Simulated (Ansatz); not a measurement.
Inside the gap of an insulator the Bloch states are evanescent, with a wavenumber k + iκ along the transport direction.

```
CELL_PARAMETERS angstrom
      3.07874     0.00000     0.00000
     -1.53937     2.66626     0.00000
      1.53937    -0.88875     2.51378
ATOMIC_POSITIONS crystal
  Si 0.25000 0.75000 0.25000
  C  0.00000 0.00000 0.00000
```

The cell is taken as given.

Transport runs along the normal of the first two printed cell vectors, the (111) plane of the conventional cell.

The gap is the functional's own, uncorrected, and κ follows it; spin-orbit coupling is left out. Mid-gap means the computed energy nearest the middle.

Q: Predict the band gap and the smallest decay constant κ at mid-gap from Ansatz (an electronic-structure program) with r2SCAN.

A: Gap 1.71 eV on a 12×12×12 mesh; κ = 0.198 1/Å, at the zone centre.
